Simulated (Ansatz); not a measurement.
Data:

```xyz
2
Lattice="0.0000 2.7192 2.7192 2.7192 0.0000 2.7192 2.7192 2.7192 0.0000" Properties=species:S:1:pos:R:3 pbc="T T T"
Si     2.7192     2.7192     2.7192
Si     4.0788     4.0788     4.0788
```

No spin polarisation.

Computed with r2SCAN, PAW, 500 eV (Ansatz, a quantum-chemistry and plane-wave program; no spin-orbit coupling), earlier PAW set. Settings: 10×10×10 k-points, 0.05 eV Fermi–Dirac smearing.

What is the computed smallest direct gap?

2.74 eV.

What is the computed band gap?

0.77 eV.

What electron mass does the calculation give?

0.92 mₑ along k, 0.19 mₑ across (off the special points).

What width of the top valence band does the calculation give?

4.02 eV.

Load acts through the strain it causes; cell and atoms are relaxed under it. Masses are band curvatures over ±0.01 Å⁻¹ around the edge. Along k means along the line from Γ to the band edge. No phonon test of stability was made. The cell was made from Si in the diamond structure (space group Fd-3m, No. 227) by this change: pressure 0.3 GPa.
